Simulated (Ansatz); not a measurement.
**ZrB2, response to strain**

The reference is ZrB₂ (space group P6/mmm, No. 191; a = 3.171 Å, c = 3.542 Å; relaxed with 0.1 eV smearing). Axes: x lies along a and z along c of the hexagonal cell.

Strains are applied to the cell and any free atomic positions relax.

Computed with plane-wave PAW DFT at the PBE level (Ansatz, a first-principles code, 420 eV), no spin-orbit coupling.

Notes on the quantities. energy relative to the base: free energy F.

```tsv
uniaxial strain ε_zz (%)	energy relative to the base (meV/atom)
-3	13.2
-2.5	9.1
-2	5.7
-1.5	3.2
-1	?
-0.5	0.3
0	0.0
```

Fit ΔE = Aε² + Bε³ (ε in %) to the rows shown and predict the withheld row.

Least squares on the printed values gives A = 1.36 and B = -0.035 meV/atom (largest residual 0.0 meV/atom); this predicts 1.4 meV/atom, and the run gives 1.4 meV/atom, in agreement.

Stability against distortions was not tested. All final runs are without spin polarisation.
